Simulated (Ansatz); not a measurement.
# Pressure series in WS2

Consider WS2 in the 2H-MoS2 type structure (space group P6_3/mmc, No. 194; a = 3.154 Å, c = 12.141 Å; layered, stacked along the Cartesian z axis).

Cell and atoms are relaxed at each pressure.

All numbers come from PBE-D3(BJ) (Ansatz, a first-principles code), spin-orbit coupling left out, earlier PAW set.

Before the change:

- Smallest direct gap = 1.83 eV

The aim is a smallest direct gap between 1.50 eV and 1.63 eV. Which of these changes reaches it?
A) pressure −2 GPa
B) pressure 9 GPa
C) pressure 15 GPa

C, pressure 15 GPa. It gives 1.57 eV; pressure 9 GPa gives 1.86 eV; pressure −2 GPa gives 1.80 eV. Changes not listed may reach it too

With W present, leaving out spin-orbit coupling can change the band edges. Load acts through the strain it causes; cell and atoms are relaxed under it. Stability against distortions was not tested. No other phases were tried under pressure.
